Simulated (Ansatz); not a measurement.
Input:

End structure of a constructed model of the (111) surface of fcc Cu, p(2x2) layer of Se, one a cell, on the site that continues the host's stacking (bottom of the slab: a bare face, its two planes held):

```yaml
crystal:
  lattice:
    - [5.13360, 0.00000, 0.00000]
    - [-2.56680, 4.44582, 0.00000]
    - [0.00000, 0.00000, 29.00000]
  atoms:
    - { symbol: Cu, position: [0.16667, 0.83333, 0.28166] }
    - { symbol: Cu, position: [0.16667, 0.33333, 0.28166] }
    - { symbol: Cu, position: [0.66667, 0.83333, 0.28166] }
    - { symbol: Cu, position: [0.66667, 0.33333, 0.28166] }
    - { symbol: Cu, position: [0.33333, 0.66667, 0.35393] }
    - { symbol: Cu, position: [0.33333, 0.16667, 0.35393] }
    - { symbol: Cu, position: [0.83333, 0.66667, 0.35393] }
    - { symbol: Cu, position: [0.83333, 0.16667, 0.35393] }
    - { symbol: Cu, position: [0.50000, 0.50000, 0.42596] }
    - { symbol: Cu, position: [0.49936, 0.99968, 0.42582] }
    - { symbol: Cu, position: [0.00032, 0.50064, 0.42582] }
    - { symbol: Cu, position: [0.00032, 0.99968, 0.42582] }
    - { symbol: Cu, position: [0.66707, 0.33293, 0.49778] }
    - { symbol: Cu, position: [0.66707, 0.83414, 0.49778] }
    - { symbol: Cu, position: [0.16586, 0.33293, 0.49778] }
    - { symbol: Cu, position: [0.16667, 0.83333, 0.49829] }
    - { symbol: Cu, position: [0.83333, 0.16667, 0.57113] }
    - { symbol: Cu, position: [0.83262, 0.66631, 0.56991] }
    - { symbol: Cu, position: [0.33369, 0.16738, 0.56991] }
    - { symbol: Cu, position: [0.33369, 0.66631, 0.56991] }
    - { symbol: Cu, position: [0.99559, 0.00441, 0.64245] }
    - { symbol: Cu, position: [0.99559, 0.49118, 0.64245] }
    - { symbol: Cu, position: [0.50882, 0.00441, 0.64245] }
    - { symbol: Cu, position: [0.50000, 0.50000, 0.64139] }
    - { symbol: Se, position: [0.16667, 0.83333, 0.70423] }
```

Model: 25-atom slab, 12.7 Å thick at the start with caps and adatoms (thin: gaps and levels are the slab's own), 9x9x1 mesh, Fermi-Dirac 0.1 eV, dipole correction, 8 atoms held, the rest relaxed; held to the start's symmetry, so lower structures may exist; no spin, no spin-orbit, no U. It is one candidate, not shown to be the stable structure of the face.

Problem. What work function of the top face does Ansatz (an electronic-structure program) with PBE give?

Solution. 5.17 eV
